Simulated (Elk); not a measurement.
Checking a run of Elk on OsAu (Fd-3m, 4 atoms in the cell). The aim is a self-consistent single point with DFT, PBE, all-electron FP-LAPW, Elk's shipped species files, LAPW+lo basis.

Cell that was meant: a = 4.3982 Å, b = 4.3982 Å, c = 4.3982 Å, α = 60.00°, β = 60.00°, γ = 60.00°.

Part of the input:

```

gmaxvr
  16.0

lmaxapw
  3

lmaxo
  3

nxoapwlo
  1
```

Log, with long lists cut:

```
│ Elk code version 10.2.4 │

All units are atomic (Hartree, Bohr, etc.)

│ Ground-state run starting from atomic densities │

   [... lines left out ...]
Total number of valence states :   77
Total number of core states    :  188

Total number of local-orbitals :  126

Exchange-correlation functional :     20     0     0
 Perdew-Burke-Ernzerhof, Phys. Rev. Lett. 77, 3865 (1996)
 gradient requirement :    1
 generalised gradient approximation (GGA)

Smearing type :    3
 Fermi-Dirac
Smearing width :   0.3674930000E-02
Effective electronic temperature (K) :    1160.451112

Mixing type :    3
 Broyden mixing, J. Phys. A: Math. Gen. 17, L317 (1984)

Kohn-Sham potential initialised from atomic data
│ Self-consistent loop started │
│ Loop number : 1 │
 total energy                :     -72638.2185941
│ Loop number : 2 │
 total energy                :     -72640.6131375
RMS change in Kohn-Sham potential (target) :   0.7089451790     (  0.1000000000E-05)
Absolute change in total energy (target)   :    2.394543371     (  0.1000000000E-03)
│ Loop number : 3 │
 total energy                :     -72649.6151879
RMS change in Kohn-Sham potential (target) :   0.6201301013     (  0.1000000000E-05)
Absolute change in total energy (target)   :    9.600686245     (  0.1000000000E-03)
   [... lines left out ...]
Absolute change in total energy (target)   :   0.1082895280E-02 (  0.1000000000E-03)
│ Loop number : 16 │
 total energy                :     -72660.2910100
RMS change in Kohn-Sham potential (target) :   0.2732941692E-06 (  0.1000000000E-05)
Absolute change in total energy (target)   :   0.3263512772E-03 (  0.1000000000E-03)
│ Loop number : 17 │
 total energy                :     -72660.2909969
RMS change in Kohn-Sham potential (target) :   0.1771579836E-06 (  0.1000000000E-05)
Absolute change in total energy (target)   :   0.9473392856E-04 (  0.1000000000E-03)
Convergence targets achieved

│ Loop number : 18 │

Energies :
 Fermi                       :     0.500708950342
 total energy                :     -72660.2910105

Density of states at Fermi energy :    144.7678990
 (states/Hartree/unit cell)

Estimated indirect band gap :   0.5070535845E-02
 from k-point      2 to k-point     10
Estimated direct band gap   :   0.1005007605E-01
 at k-point      6

Charges :
 core                        :    188.0000000
 valence                     :    122.0000000
 interstitial                :    8.097378196
 muffin-tins (core leakage)
  species :    1 (Os)
   atom    1                 :    73.78916571     (  0.7662832715E-06)
   atom    2                 :    73.78916571     (  0.7662832715E-06)
  species :    2 (Au)
   atom    1                 :    77.16214519     (  0.9384195086E-03)
   atom    2                 :    77.16214519     (  0.9384195086E-03)
 total in muffin-tins        :    301.9026218
 total calculated charge     :    309.9856943
 total charge                :    310.0000000
 error                       :   0.1430570955E-01

│ Self-consistent loop stopped │
```

### Question
Is this run sound? If not, what is wrong?

### Answer
The run is not sound. The fault is too low an angular cutoff in the spheres. The plane waves have to be matched at the sphere boundary up to an l near the radius times the largest wave number. To fix it, raise the angular cutoff. The run converged in 18 iterations without an error; against the sound input the free energy goes down by 1.76 eV/atom.

An input that runs soundly differs in these lines (not the only fix; some lines may just follow from the change or write a value another way):
```diff
-
-lmaxapw
-  3
-
-lmaxo
-  3
```

With that input, the run converged in 18 iterations: free energy E − TS -1977180.1852 eV; pressure from finite strains at a fixed basis (rough; not comparable with other codes) 4.56 GPa; Fermi level (on the code's own zero) 14.22 eV (DFT, PBE, all-electron FP-LAPW, Elk's shipped species files, LAPW+lo basis).

On the sound input: the starting cell was generated: these elements placed on a structure prototype, without a prior relaxation; it need not be a known phase or ordering of this composition. Spin-orbit coupling is off. Spin polarisation is off. Values depend on the basis (sphere radii, cutoffs, local orbitals), which need not be converged. The log's line on a gap gives a spacing of levels on this mesh, which the program prints for metals too.
